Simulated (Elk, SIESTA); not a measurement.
An Elk input for a self-consistent single point of InH (P6_3mc, 4 atoms in the cell) (DFT, PBEsol, all-electron FP-LAPW, Elk's shipped species files, APW+lo basis with extra local orbitals):

```
tasks
  0

xctype
  22

tforce
  .true.

rgkmax
  8.0

gmaxvr
  18.0

lmaxapw
  10

lmaxo
  8

nxlo
  2

lorbcnd
  .true.

lradstp
  2

nrmtscf
  2.0

rmtscf
  0.93

lmaxi
  4

stype
  0

swidth
  0.00499791

scale
  6.483385863

avec
    1.0000000000   -0.0000000032    0.0000000000
   -0.4999999972    0.8660254054    0.0000000000
    0.0000000000    0.0000000000    1.9658365266

sppath
  './'

atoms
  2   : nspecies
  'In.in'   : spfname
  2   : natoms; atposl, bfcmt below
  0.3333333333  0.6666666667  0.3435800000    0.0 0.0 0.0
  0.6666666667  0.3333333333  0.8435800000    0.0 0.0 0.0
  'H.in'   : spfname
  2   : natoms; atposl, bfcmt below
  0.3333333333  0.6666666667  0.0314200000    0.0 0.0 0.0
  0.6666666667  0.3333333333  0.5314200000    0.0 0.0 0.0

ngridk
  8 8 4
```

Task: Write the same calculation as an input for SIESTA.

Result: This is the input that was run; spellings and numerical settings could be chosen otherwise.

```
# files in the folder: In.psml H.psml (PseudoDojo PBEsol standard)
SystemName  InH
SystemLabel siesta

NumberOfAtoms                4
NumberOfSpecies              2
%block ChemicalSpeciesLabel
  1 49 In
  2 1 H
%endblock ChemicalSpeciesLabel
LatticeConstant              1.0 Ang
%block LatticeVectors
     3.430860000    0.000000000    0.000000000
    -1.715430000    2.971212000    0.000000000
     0.000000000    0.000000000    6.744510000
%endblock LatticeVectors
AtomicCoordinatesFormat      ScaledCartesian
%block AtomicCoordinatesAndAtomicSpecies
    -0.000001715    1.980808990    2.317278746  1
     1.715431715    0.990403010    5.689533746  1
    -0.000001715    1.980808990    0.211912504  2
     1.715431715    0.990403010    3.584167504  2
%endblock AtomicCoordinatesAndAtomicSpecies

XC.functional                GGA
XC.authors                   PBEsol
PAO.BasisSize                DZP
PAO.EnergyShift              0.01 Ry
MeshCutoff                   350 Ry
%block kgrid.MonkhorstPack
    8   0   0  0.0
    0   8   0  0.0
    0   0   4  0.0
%endblock kgrid.MonkhorstPack
OccupationFunction           MP
OccupationMPOrder            0
ElectronicTemperature        1578.21 K

MaxSCFIterations             150
SCF.Mixer.Method             Broyden
SCF.Mixer.Weight             0.1
SCF.Mixer.History            6
SCF.DM.Tolerance             1.0E-04
Diag.ParallelOverK           true
WriteForces                  true
```

Basis, cutoffs, solver keys and any potentials are the target program's own. This input uses DFT, GGA PBEsol, numerical atomic orbitals DZP, PseudoDojo PBEsol standard norm-conserving potentials (rewritten from UPF to PSML).

The starting cell comes from a database of computed structures (which also holds hypothetical and non-ambient phases and stackings), without a prior relaxation at this level.
